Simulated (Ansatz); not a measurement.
**CdTe: response to strain**

The reference is CdTe in the zinc blende structure (space group F-43m, No. 216; a = 6.489 Å).

Strains are applied to the cell and any free atomic positions relax.

All numbers come from PBEsol/PAW in Ansatz (a quantum-chemistry and plane-wave program), no SOC.

Candidates:
(a) isotropic strain +1.50 %
(b) isotropic strain +3.00 %
(c) isotropic strain −3.00 %
(d) isotropic strain −1.00 %
(e) isotropic strain −2.50 %

Notes on the quantities. energy relative to the base: free energy F.

### Question
Order them by energy relative to the base, lowest first.

### Answer
(d) isotropic strain −1.00 % (+4.2 meV/atom), (a) isotropic strain +1.50 % (+8.4 meV/atom), (e) isotropic strain −2.50 % (+27 meV/atom), (b) isotropic strain +3.00 % (+32 meV/atom), (c) isotropic strain −3.00 % (+40 meV/atom)

Whether these cells are dynamically stable was not tested.
